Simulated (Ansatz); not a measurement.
System: BeS (model structure, started from the NiAs type, P6₃/mmc, No. 194, 4 atoms in the cell). Method: PBE-D3(BJ) (plane waves, PAW; Ansatz, an electronic-structure program).

Settings: plane-wave cutoff 520 eV, 12×12×8 k mesh (along the axes of the cell as run), Fermi–Dirac smearing 0.01 eV, scalar-relativistic PAW data made under PBE.

Cell (relaxed at this level):

BeS has the hexagonal space group P6₃/mmc (No. 194), the NiAs type structure, Pearson symbol hP4. Conventional cell: a = b = 3.2548 Å, c = 5.1722 Å, α = β = 90.00°, γ = 120.00°. Be on 2a is surrounded by 6 S at 2.281 Å (octahedral). S on 2c is surrounded by 6 Be at 2.281 Å. (Neighbours: up to the widest gap in distance over summed covalent radii, below 1.35, at either atom; cation-cation and far metal-metal contacts left out.)

Problem. What does this level give for the band gap and smallest direct gap on the k points sampled?

Solution. 
band gap: 1.41 eV (indirect)
smallest direct gap on the k points sampled: 3.49 eV

Note: the relaxation could raise the start's symmetry but not lower it, so the cell can be a saddle point.

Cost on a shared machine: roughly 5 core-seconds.

A model structure was made by putting elements into a prototype or built by hand; it is no filed structure, need not be a known phase, and can be a saddle point held by its symmetry.
